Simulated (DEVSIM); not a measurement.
System: Schottky contact on n-type β-Ga2O3, at 300 K.

| layer (left to right) | material | thickness (μm) | Nd (cm⁻³) | τn (s) | τp (s) |
|---|---|---|---|---|---|
| 1 | β-Ga2O3 | 1.30 | 6.2e16 | 1.4e-9 | 1.4e-9 |

Left contact: Schottky, work function 4.79 eV, emission velocity 5.3e6 cm/s. Right contact: ohmic. Voltage is applied to the left contact. Recombination: SRH at mid-gap, Auger. Mobility is μmin + (μ − μmin)/(1 + (N/Nref)^α).

The device is made up for the run: typed textbook-type constants, with dimensions and the other settings drawn at random. Values at 300 K.

| parameter | β-Ga2O3 |
|---|---|
| gap (eV) | 4.8 |
| affinity (eV) | 4 |
| permittivity | 10 |
| Nc (cm⁻³) | 3.7e18 |
| Nv (cm⁻³) | 5e20 |
| μn (cm²/Vs) | 160 |
| μp (cm²/Vs) | 1 |
| μn,min | 20 |
| μp,min | 0.1 |
| Nref,n | 1e18 |
| Nref,p | 1e18 |
| αn | 0.8 |
| αp | 0.8 |
| Cn (cm⁶/s) | 1e-31 |
| Cp (cm⁶/s) | 1e-31 |

DEVSIM, 1D drift-diffusion, Boltzmann statistics, complete ionisation; no tunnelling, impact ionisation, image-force lowering or self-heating. Metal contacts follow the ideal Schottky-Mott rule: no Fermi-level pinning, no interface dipoles.

The metal work function was swept, all else fixed.

```
metal work function (eV)  largest field in the device at zero bias (V/cm)  dark forward voltage at 100 A/cm² (V)  dark forward voltage at 1 A/cm² (V)  potential step across the device at zero bias (V)
------------------------  -----------------------------------------------  -------------------------------------  -----------------------------------  -------------------------------------------------
4.64                                                               110000                                  0.397                                0.264                                              0.534
4.69                                                               110000                                  0.447                                0.314                                              0.584
4.74                                                               120000                                  0.497                                0.364                                              0.634
4.79                                                               120000                                  0.547                                0.414                                              0.684
4.84                                                               130000                                  0.597                                0.464                                              0.734
4.89                                                               130000                                  0.647                                0.514                                              0.784
4.94                                                               130000                                  0.697                                0.564                                              0.834
4.99                                                               140000                                  0.747                                0.614                                              0.884
```

From the first row to the last the largest field in the device at zero bias goes from 110000 to 140000. From the first row to the last the dark forward voltage at 100 A/cm² goes from 0.397 to 0.747.
